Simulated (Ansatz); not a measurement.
Functionals compared on the (320) surface of fcc Sr in its 1x1 cell, outermost plane spacing 0.84 Å in the ideal cut, in Ansatz (plane waves, PAW). The structure was relaxed with PBE; the other rows are single points on it, each with its references at the same level. Cutoff 420 eV (500 eV for r2SCAN).

Slab: 13 atoms, 10.0 Å thick at the start (thin: gaps and levels are the slab's own); k 7x4x1, smearing 0.1 eV, dipole-corrected; all atoms relaxed; held to the part of the start's symmetry that mesh and held atoms allow; no spin, no spin-orbit, no U. These notes are the PBE run's.

```tsv
functional	surface energy (J/m²)	work function of the top face (eV)	rough cost of the single point
PBE	0.42	2.55	–
LDA	0.47	2.69	around 4 core-minutes (rough)
PBEsol	0.46	2.59	very roughly 3 core-minutes
RPBE	0.38	2.47	around 4 core-minutes (rough)
r2SCAN	?	?	very roughly 7 core-minutes
```

**Question.** Some entries are withheld; supply them.

**Answer.** 
- r2SCAN, surface energy (J/m²): 0.46
- r2SCAN, work function of the top face (eV): 2.57

Ansatz is a first-principles code.
